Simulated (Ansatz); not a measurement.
## Lattice parameter a of WP (model structure, started from the CsCl type, Pm-3m, No. 221, 2 atoms in the cell) at several levels of theory

No measured value is used here.

| level (code) | value (Å) |
|---|---|
| LDA (Ansatz) | 2.971 |
| PBEsol (Ansatz) | 2.986 |
| r²SCAN (Ansatz) | 2.999 |
| r²SCAN+rVV10 (Ansatz) | 2.993 |

Density-functional levels without +SOC have no spin–orbit coupling. LDA, PBEsol, r²SCAN, r²SCAN+rVV10: the run has no spin polarisation, so it can have missed a magnetic state. Cutoffs differ between the levels. Ansatz's density-functional and Hartree–Fock values are scalar-relativistic unless marked +SOC, with PAW data made under PBE.

A model structure was made by putting elements into a prototype or built by hand; it is no filed structure, need not be a known phase, and can be a saddle point held by its symmetry.

Ansatz is a quantum-chemistry and plane-wave program.
